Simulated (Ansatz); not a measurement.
Consider ZnCu$_{2}$SnS$_{4}$ (space group I-4, No. 82; a = 5.3737 Å, c = 10.7548 Å). Axes: x, y, z lie along a, b, c of the conventional cell.

Computed with DFT with PBEsol, PAW potentials and a 420 eV plane-wave cutoff in Ansatz (a program for electronic structure), without spin-orbit coupling.

Before the change:

| Property | Result |
|---|---|
| Pressure | -0.01 GPa |

One thing is altered: the cell is compressed by 2.25 % along x with no lateral relaxation; the atoms relax in the strained cell.

Q: What happens to the pressure?

A: The pressure (mean of the normal stresses, compression positive) increases by 1.904 GPa, from -0.01 GPa to 1.90 GPa.

Whether these cells are dynamically stable was not tested. All final runs are without spin polarisation.
